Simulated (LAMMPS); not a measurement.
Pressure dependence of GaN (wurtzite) at 3510 K, from the melt.

Computed with classical MD, pair style tersoff, file GaN.tersoff (LAMMPS).

```tsv
P (GPa)	state	volume	coordination number of Ga by N	self-diffusion coefficient of Ga (not corrected for cell size)	viscosity
0	liquid	16.51 ± 0.04 Å³/atom	3.39 (counted to 2.82 Å)	(3.49 ± 0.08) × 10^-5 cm²/s	7.2 ± 0.7 mPa s
2	liquid	14.82 ± 0.01 Å³/atom	3.61 (counted to 2.82 Å)	(2.31 ± 0.07) × 10^-5 cm²/s	-
5	liquid	14.03 ± 0.01 Å³/atom	3.64 (counted to 2.78 Å)	(1.87 ± 0.10) × 10^-5 cm²/s	13 ± 3 mPa s
```

Caution: at ambient pressure real GaN sublimes or decomposes before or as it melts, so this liquid is the model's.

Caution (row 0): this liquid lies under the melting point of about 3880 K that GaN.tersoff gives, so it is undercooled.

Caution (rows 2; 5): a run this short can hold a crystal over, or a liquid under, the potential's own melting point, which these runs don't give.

States go by the mean squared displacement: a species diffuses where it passes 1.5 Å², still rises and gives D over 1e-6 cm²/s; a crystal has left its structure where atoms lie 0.35 Å off their sites on average or a cubic box changes its shape by 3 %, or the axial ratios of another lie 8 % off the starting cell's, which the potential's own relaxation can also do.

Errors of D are the spread over four groups of atoms in one short run; a floor of about 5 %, a picked value, is safer.

Uncertainties are statistical and leave out the potential's own error.
